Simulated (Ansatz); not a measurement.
For ScPd3 (model structure, started from the D022 type, I4/mmm, No. 139, 4 atoms in the cell), PBEsol (PAW; Ansatz, an electronic-structure program) gives:

| Property | Value |
|---|---|
| lattice constant a | 3.992 Å |
| lattice parameter c | 7.795 Å |
| bulk modulus | 163 GPa |
| cohesive energy | 5.24 eV/atom |

Task: What does r²SCAN (Ansatz, plane waves, PAW) give for the same quantities?

Result: 
- lattice constant a: 4.027 Å (grows by 0.9 %)
- lattice parameter c: 7.847 Å (goes up by 0.7 %)
- bulk modulus: 154 GPa (drops by 5.5 %)
- cohesive energy: 4.86 eV/atom (decreases by 0.38 eV/atom)

Changes are worked out from the printed values.

Unless a cell is named, each level is at its own relaxed cell (PBEsol 15.53, r²SCAN 15.90 Å³/atom).

The crystal itself was run without spin with PBEsol, r²SCAN; a magnetic state was not tried in these runs.

Caveats: the bulk modulus is −V dP/dV from two relaxed cells at ±2 % in volume (PBEsol, r²SCAN). Ansatz's density-functional and Hartree–Fock values are scalar-relativistic unless marked +SOC, with PAW data made under PBE.

A model structure was made by putting elements into a prototype or built by hand; it is no filed structure, need not be a known phase, and can be a saddle point held by its symmetry.
